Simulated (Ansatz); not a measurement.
Electronic density of states of amorphous Si$_{24}$O$_{48}$La, density 2.37 g/cm³, on a 2×2×2 Γ-centred mesh with a Gaussian width of 0.1 eV; energies count from the Fermi level, whose place inside the gap is arbitrary. Cell and mesh are small, so fine structure isn't converged. These are PBE, scalar-relativistic without spin-orbit coupling (plane waves to 420 eV, PAW; Ansatz, a first-principles code) values and carry that method's errors. Sampling: a 2×2×2 Γ-centred mesh; Fermi-Dirac width 0.02 eV; collinear spin, started from a total moment of 1 μB (at the end a net moment of 1.0 μB). The usual formal charges leave 3 electrons over, so the level spacing at the Fermi energy parts defect or band states and needn't be the band gap. In the spin-polarised cell the level spacing at the Fermi energy can part levels of unlike spin. At PBE the levels at both edges of the gap are localised (band-tail or defect states), and the nearest spread-out levels lie 5.7 eV apart at the zone centre.

The cell was made by melting and quenching with the CHGNet potential and then relaxed with DFT. O atoms were pushed apart under 1.9 Å during the dynamics, to hinder bonds among them. The hot cell started wider than the set density and was brought back towards it in steps. It is the lowest in DFT energy of 2 quenches. It is a model cell: composition and starting density were chosen by hand, and all elements were melted together. No dispersion term was used. Its density started from a set value of 2.37 and ended at 2.37 g/cm³. Cooling (nominally 480 K/ps over its main leg) ran many orders faster than in experiment, which tends to leave more defects and strain. One small periodic cell is one sample of the glass; other quenches scatter about these values. The volume was held where the preparation left it and the shape relaxed, at a PBE pressure of 1.0 GPa. Stress components on the final sampling reach 1.0 GPa.

| E - EF (eV) | states/(eV atom) |
|---|---|
| -12.00 | 0.20 |
| -11.90 | 0.18 |
| -11.80 | 0.16 |
| -11.70 | 0.15 |
| -11.60 | 0.18 |
| -11.50 | 0.21 |
| -11.40 | 0.19 |
| -11.30 | 0.19 |
| -11.20 | 0.20 |
| -11.10 | 0.15 |
| -11.00 | 0.12 |
| -10.90 | 0.15 |
| -10.80 | 0.19 |
| -10.70 | 0.21 |
| -10.60 | 0.19 |
| -10.50 | 0.18 |
| -10.40 | 0.20 |
| -10.30 | 0.15 |
| -10.20 | 0.14 |
| -10.10 | 0.21 |
| -10.00 | 0.22 |
| -9.90 | 0.16 |
| -9.80 | 0.16 |
| -9.70 | 0.27 |
| -9.60 | 0.30 |
| -9.50 | 0.34 |
| -9.40 | 0.38 |
| -9.30 | 0.41 |
| -9.20 | 0.42 |
| -9.10 | 0.48 |
| -9.00 | 0.52 |
| -8.90 | 0.50 |
| -8.80 | 0.44 |
| -8.70 | 0.44 |
| -8.60 | 0.51 |
| -8.50 | 0.49 |
| -8.40 | 0.47 |
| -8.30 | 0.49 |
| -8.20 | 0.36 |
| -8.10 | 0.21 |
| -8.00 | 0.21 |
| -7.90 | 0.18 |
| -7.80 | 0.16 |
| -7.70 | 0.11 |
| -7.60 | 0.15 |
| -7.50 | 0.27 |
| -7.40 | 0.29 |
| -7.30 | 0.28 |
| -7.20 | 0.29 |
| -7.10 | 0.29 |
| -7.00 | 0.34 |
| -6.90 | 0.48 |
| -6.80 | 0.53 |
| -6.70 | 0.58 |
| -6.60 | 0.67 |
| -6.50 | 0.63 |
| -6.40 | 0.63 |
| -6.30 | 0.62 |
| -6.20 | 0.71 |
| -6.10 | 0.80 |
| -6.00 | 0.80 |
| -5.90 | 0.74 |
| -5.80 | 0.78 |
| -5.70 | 0.81 |
| -5.60 | 0.77 |
| -5.50 | 0.77 |
| -5.40 | 0.84 |
| -5.30 | 0.87 |
| -5.20 | 0.85 |
| -5.10 | 0.88 |
| -5.00 | 0.91 |
| -4.90 | 0.99 |
| -4.80 | 0.97 |
| -4.70 | 0.87 |
| -4.60 | 0.83 |
| -4.50 | 0.72 |
| -4.40 | 0.62 |
| -4.30 | 0.66 |
| -4.20 | 0.68 |
| -4.10 | 0.61 |
| -4.00 | 0.55 |
| -3.90 | 0.52 |
| -3.80 | 0.41 |
| -3.70 | 0.27 |
| -3.60 | 0.17 |
| -3.50 | 0.13 |
| -3.40 | 0.15 |
| -3.30 | 0.14 |
| -3.20 | 0.17 |
| -3.10 | 0.17 |
| -3.00 | 0.09 |
| -2.90 | 0.09 |
| -2.80 | 0.14 |
| -2.70 | 0.04 |
| -2.60 | 0.00 |
| -2.50 | 0.00 |
| -2.40 | 0.00 |
| -2.30 | 0.00 |
| -2.20 | 0.00 |
| -2.10 | 0.00 |
| -2.00 | 0.00 |
| -1.90 | 0.00 |
| -1.80 | 0.00 |
| -1.70 | 0.00 |
| -1.60 | 0.00 |
| -1.50 | 0.00 |
| -1.40 | 0.00 |
| -1.30 | 0.00 |
| -1.20 | 0.00 |
| -1.10 | 0.03 |
| -1.00 | 0.14 |
| -0.90 | 0.16 |
| -0.80 | 0.06 |
| -0.70 | 0.01 |
| -0.60 | 0.00 |
| -0.50 | 0.00 |
| -0.40 | 0.00 |
| -0.30 | 0.00 |
| -0.20 | 0.00 |
| -0.10 | 0.00 |
| 0.00 | 0.00 |
| 0.10 | 0.00 |
| 0.20 | 0.00 |
| 0.30 | 0.00 |
| 0.40 | 0.00 |
| 0.50 | 0.00 |
| 0.60 | 0.00 |
| 0.70 | 0.00 |
| 0.80 | 0.04 |
| 0.90 | 0.07 |
| 1.00 | 0.03 |
| 1.10 | 0.00 |
| 1.20 | 0.00 |
| 1.30 | 0.00 |
| 1.40 | 0.00 |
| 1.50 | 0.07 |
| 1.60 | 0.34 |
| 1.70 | 0.63 |
| 1.80 | 0.51 |
| 1.90 | 0.29 |
| 2.00 | 0.14 |
| 2.10 | 0.07 |
| 2.20 | 0.08 |
| 2.30 | 0.06 |
| 2.40 | 0.05 |
| 2.50 | 0.07 |
| 2.60 | 0.14 |
| 2.70 | 0.19 |
| 2.80 | 0.19 |
| 2.90 | 0.16 |
| 3.00 | 0.12 |
| 3.10 | 0.13 |
| 3.20 | 0.14 |
| 3.30 | 0.14 |
| 3.40 | 0.18 |
| 3.50 | 0.18 |
| 3.60 | 0.15 |
| 3.70 | 0.17 |
| 3.80 | 0.21 |
| 3.90 | 0.20 |
| 4.00 | 0.24 |
| 4.10 | 0.27 |
| 4.20 | 0.26 |
| 4.30 | 0.26 |
| 4.40 | 0.30 |
| 4.50 | 0.32 |
| 4.60 | 0.35 |
| 4.70 | 0.43 |
| 4.80 | 0.43 |
| 4.90 | 0.47 |

The level spacing at the Fermi energy on this mesh is 1.68 eV; the broadening fills part of it in the curve.
